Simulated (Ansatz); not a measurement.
System: Ni3Al (Fm-3m, No. 225, 4 atoms in the cell; start mp-672232; a measured phase of this formula has another space group). Method: PBEsol (Ansatz, a program for electronic structure, plane waves, PAW).

Settings: plane-wave cutoff 520 eV, 18×18×18 k mesh, Fermi–Dirac smearing 0.05 eV, no spin polarisation, scalar-relativistic PAW data made under PBE.

Cell (relaxed at this level):

```cif
data_Al4Ni12
_chemical_formula_sum 'Al4 Ni12'
_space_group_name_H-M_alt 'Fm-3m'
_space_group_IT_number 225
_space_group_name_Hall '-F 4 2 3'
_cell_length_a 5.59698
_cell_length_b 5.59698
_cell_length_c 5.59698
_cell_angle_alpha 90.000
_cell_angle_beta 90.000
_cell_angle_gamma 90.000
loop_
_atom_site_label
_atom_site_type_symbol
_atom_site_symmetry_multiplicity
_atom_site_Wyckoff_symbol
_atom_site_fract_x
_atom_site_fract_y
_atom_site_fract_z
_atom_site_occupancy
Al1 Al 4 b 0.50000 0.50000 0.50000 1
Ni1 Ni 8 c 0.25000 0.25000 0.25000 1
Ni2 Ni 4 a 0.00000 0.00000 0.00000 1
```
(The calculation used a cell of 4 atoms; values per cell refer to that cell.)

Problem. Predict the bulk modulus B0.

Solution. 
- bulk modulus B0 = 201 GPa

Note: the run has no spin polarisation, so it can have missed a magnetic state; the bulk modulus is −V dP/dV from two relaxed cells at ±2 % in volume; the relaxation could not lower the start's symmetry, so the cell can be a saddle point above a distorted one.

Static lattice: no zero-point or thermal effects.

It cost roughly 28 core-seconds of CPU time.

A start named mp-… is a Materials Project structure, which need not be a measured phase.
